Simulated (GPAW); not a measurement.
Band structure of YbAs (Fm-3m, 2 atoms in the cell).

```
CELL_PARAMETERS angstrom
      0.00000     2.98510     2.98510
      2.98510     0.00000     2.98510
      2.98510     2.98510     0.00000
ATOMIC_POSITIONS crystal
  Yb 0.50000 0.50000 0.50000
  As 0.00000 0.00000 0.00000
```

Computed with LDA (Perdew-Wang 92), GPAW PAW datasets LDA (gpaw-data 1.0.1) (plane waves; GPAW 25.7.0).

Settings: mode = pw; ecut = 800 eV; xc = LDA; kpts = 10 10 10; mesh shift (steps) = 0 0 0; occupations.name = methfessel-paxton; occupations.width = 0.2 eV; occupations.order = 0; nbands = -10; convergence.density = 1e-05 e/electron; symmetry.symmorphic = false; symmetry.tolerance = 0.0005; maxiter = 150; bandpath_npoints = 40.

The starting cell comes from a database of computed structures (which also holds hypothetical and non-ambient phases and stackings), without a prior relaxation at this level. Spin-orbit coupling is off. Spin polarisation is off; with an odd number of electrons in the cell that forces a metal, and a magnetic state may lie lower. The f electrons are in the valence without U or exact exchange, which can misplace them near the Fermi level. Spin-orbit terms, which matter for f shells, are left out.

Levels in eV from the Fermi level, bands 12 to 18:
```tsv
point	12	13	14	15	16	17	18
Γ	-0.37	1.31	1.31	1.31	2.99	2.99	2.99
X	-0.40	-0.35	0.25	0.25	1.08	3.47	4.99
W	-0.39	-0.39	-0.35	-0.29	4.17	4.17	4.32
K	-0.40	-0.37	-0.35	-0.11	2.58	5.06	5.80
L	-0.40	-0.40	-0.36	-0.36	4.39	5.35	5.52
U	-0.40	-0.37	-0.35	-0.11	2.58	5.06	5.80
```

Bands cross the Fermi level along this path, so the cell is metallic at this level.
